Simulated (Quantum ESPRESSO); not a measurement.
Input and output of a self-consistent single point for NaF (Fm-3m, 2 atoms in the cell) (Quantum ESPRESSO).

Method: PBE, PseudoDojo stringent norm-conserving (PBE) pseudopotentials (plane waves; Quantum ESPRESSO).

The change in words: lattice scaled by 0.98. Reference geometry:
```
NaF
1.0
    0.00000     2.26738     2.26738
    2.26738     0.00000     2.26738
    2.26738     2.26738     0.00000
Na F
1 1
Direct
  0.00000   0.00000   0.00000
  0.50000   0.50000   0.50000
```

Reference input (self-consistent single point, DFT, PBE, plane waves, PseudoDojo stringent norm-conserving (PBE) pseudopotentials): ecutwfc = 90 Ry; occupations = fixed; potentials = {Na: Na.upf, F: F.upf}; K_POINTS = automatic 10 10 10 0 0 0; nbnd = 12; conv_thr = 1e-11 Ry. This run's input differs from it in these lines:

```diff
@@ -10,3 +10,3 @@
   ibrav = 0,
-  celldm(1) = 6.0595166738,
+  celldm(1) = 5.9383252178,
   nat = 2,
```

Output (repeated stretches shortened):

```
     Self-consistent Calculation

     iteration #  1     ecut=    90.00 Ry     beta= 0.70

     total energy              =    -140.87531717 Ry
     estimated scf accuracy    <       0.20017969 Ry

     iteration #  2     ecut=    90.00 Ry     beta= 0.70

     total energy              =    -140.92848969 Ry
     estimated scf accuracy    <       0.14541291 Ry

     iteration #  3     ecut=    90.00 Ry     beta= 0.70

     total energy              =    -140.95850606 Ry
     estimated scf accuracy    <       0.00118675 Ry

   [... 5 blocks of this kind left out ...]

     iteration #  9     ecut=    90.00 Ry     beta= 0.70

     total energy              =    -140.95865858 Ry
     estimated scf accuracy    <          7.1E-11 Ry

     iteration # 10     ecut=    90.00 Ry     beta= 0.70
     End of self-consistent calculation

     highest occupied, lowest unoccupied level (ev):     1.9348    9.0172

!    total energy              =    -140.95865858 Ry
     estimated scf accuracy    <          6.1E-12 Ry

     convergence has been achieved in  10 iterations

     Forces acting on atoms (cartesian axes, Ry/au):

     atom    1 type  1   force =     0.00000000   -0.00000000    0.00000000
     atom    2 type  2   force =    -0.00000000   -0.00000000    0.00000000

     Total force =     0.000000     Total SCF correction =     0.000000

          total   stress  (Ry/bohr**3)                   (kbar)     P=      109.99
   0.00074769   0.00000000   0.00000000          109.99        0.00        0.00
   0.00000000   0.00074769   0.00000000            0.00      109.99        0.00
   0.00000000   0.00000000   0.00074769            0.00        0.00      109.99

   JOB DONE.
```

The run converged in 10 iterations. Against the reference run the free energy goes up by 36.0 meV/atom, the pressure goes from 6.10 to 11.00 GPa and the gap on the mesh goes from 6.709 to 7.082 eV.

The starting cell comes from a database of computed structures (which also holds hypothetical and non-ambient phases and stackings), without a prior relaxation at this level. Its lattice was rescaled by a random factor within 2.5 % of one. For this run, on top of that: lattice scaled by 0.98. With a pressure of about 11 GPa the cell is away from its equilibrium volume at this level.
